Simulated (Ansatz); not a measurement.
Here is the system:

```yaml
crystal:
  lattice:
    - [0.00000, 2.40817, 2.45437]
    - [2.40817, 0.00000, 2.45437]
    - [2.40817, 2.40817, 0.00000]
  atoms:
    - { symbol: Be, position: [0.00000, 0.00000, 0.00000] }
    - { symbol: S, position: [0.75000, 0.75000, 0.75000] }
```

Method: r2SCAN with spin-orbit coupling, rigid bands (plane waves, PAW; Ansatz, a first-principles code). Condition of this run: biaxial stress xx = yy = 2 GPa (compression positive) (the target of the relaxation). How the cell was made: cell and atoms relaxed with r2SCAN, then loaded as said.

### Question
Predict the hole conductivity mass (n e² τ/σ) at 300 K, by direction if it differs.

### Answer
0.70 (x), 0.70 (y), 0.76 (z) mₑ.

### Question
Predict the electron conductivity mass (n e² τ/σ) at 300 K, by direction if it differs.

### Answer
0.43 (x), 0.43 (y), 0.30 (z) mₑ.

### Question
And the band gap?

### Answer
3.44 eV at this level; semilocal functionals usually fall short of the measured gap.

Rigid bands, one relaxation time for all states, no polarons.
